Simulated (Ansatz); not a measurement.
# Ti: strain along the normal

Ti (hcp, P6_3/mmc, 16.120 Å³/atom at rest, c along z) under an equal strain ε in the (0001) plane with the normal axis free, as in a coherent film. LDA in Ansatz, a plane-wave DFT program (PAW, default set), 420 eV, 23×23×13 Γ-centred mesh, Fermi-Dirac smearing 0.10 eV; ions are relaxed within the symmetry of each cell.

Here s stands for strain and y for normal strain.

| strain (%) | normal strain (%) |
|---|---|
| -1.50 | 1.41 |
| -1.00 | 0.92 |
| -0.50 | 0.46 |
| 0.00 | 0.00 |
| 0.50 | -0.44 |
| 1.00 | -0.88 |
| 1.50 | -1.32 |
| 3.00 | ? |

Fit y of the 7 rows that show it with a straight line. Means: s 0, y 0.021. About the means, the sum of products is -6.3450 and the sum of squares of s is 7.0000; the slope is their ratio. Least squares gives y = 0.021 - 0.9064·s. Residuals (row less fit): 0.029, -0.007, -0.014, -0.021, -0.008, 0.005, 0.019; standard error 0.020 (degrees of freedom: 5). The slope, -0.91 ± 0.01, is the elastic response of the normal axis, −2C13/C33.

Predict the withheld y at s = 3.00 from the fit, and compare with the calculation.

y = 0.021 - 0.9064 × 3.0 = -2.698%. The calculation gives -2.64%, 0.058% above the prediction (1.4 % of the range of y in the table). The row lies outside the fitted rows, so this is an extrapolation. From the scatter of the fitted rows alone, a prediction at this place has a standard error of 0.031%, so the miss is 1.9 times that.

One order more doesn't follow all runs of the series either: the slope changes along it. In a metal these values are sensitive to mesh and smearing; energies are taken to zero smearing, stresses follow the free energy. Rows are the converged runs of the series near zero and its far end; series whose fitted rows scatter by over a few per cent of the range, as at a crossing or softening among them, aren't shown in this form. Most that stay on the fit to the last digits aren't either.
